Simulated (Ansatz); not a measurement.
Take MgS in the rock salt structure (space group Fm-3m, No. 225) as the base.

MgS has the cubic space group Fm-3m (No. 225), the rock salt structure, Pearson symbol cF8. Lattice parameters: a = b = c = 5.203 Å, α = β = γ = 90.00°. S on 4a has 6 Mg at 2.602 Å (octahedral). Mg on 4b is surrounded by 6 S at 2.602 Å (octahedral). (Neighbours: up to the widest gap in distance over summed covalent radii, below 1.35, at either atom; cation-cation and far metal-metal contacts left out.)
(The calculation used a cell of 2 atoms; values per cell refer to that cell.)

Computed with Ansatz (an electronic-structure program) r2SCAN, no spin-orbit coupling.

Before the change:

| Quantity | Result |
|---|---|
| Electron mass | 0.53 mₑ along k, 0.31 mₑ across (at X) |
| Lattice parameter a | 520.3 pm |
| Gap character | indirect, Γ → X |
| Band gap | 3.46 eV |

Now apply this change: Ba takes the place of Mg on all its sites, then cell and atoms are relaxed.

Tabulated Pauling electronegativity and covalent radius: Mg 1.31, 1.41 Å; Ba 0.89, 2.15 Å.

Q: What does the calculation give for the electron mass, lattice parameter a, gap character and band gap after the change?

A: The electron mass goes from 0.53 mₑ along k, 0.31 mₑ across (at X) to 1.3 mₑ along k, 0.34 mₑ across (at X); the lattice parameter a rises by 122.2 pm to 642.5 pm; the gap character remains indirect, Γ → X; the band gap falls by 0.88 eV to 2.58 eV.

Masses are band curvatures over ±0.01 Å⁻¹ around the edge. Along k means along the line from Γ to the band edge. Whether these cells are dynamically stable was not tested.
